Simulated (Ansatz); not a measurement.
Structures of equal composition on the (113) surface of germanium: 1 pair of surface atoms bonded, Si on all surface atoms, H on every dangling bond; 1 pair of surface atoms bonded, Si on all atoms bonded under the surface atoms, H on every dangling bond. The slabs share one bottom face, and each structure is named by its start. These are constructed structures in small cells; real faces may alloy, dewet or reconstruct in larger ones, and not all known structures of the face are among them. Slabs of about 14 Å with all that they carry, Fermi-Dirac smearing of 0.025 eV. Bottom of the slabs: built like the top, H on every dangling bond, free. Relaxed from the named starts with such symmetry as they have, on meshes of like density; energies extrapolated to zero smearing; no spin-orbit coupling, no U. Spin-polarised runs, if any, are marked in brackets, and their order is one that fits the cell; the others ran without spin. Where a second, spin-polarised start was run, the lower counts.

Method: PBE (plane waves to 420 eV, PAW; Ansatz, a program for electronic structure).

**Question.** Rank these by energy per 1x1 cell (lowest first), as PBE gives it.

**Answer.** 1 pair of surface atoms bonded, Si on all surface atoms, H on every dangling bond (0.000 eV, gap 0.76 eV on the mesh), 1 pair of surface atoms bonded, Si on all atoms bonded under the surface atoms, H on every dangling bond (0.273 eV, gap 0.84 eV on the mesh)
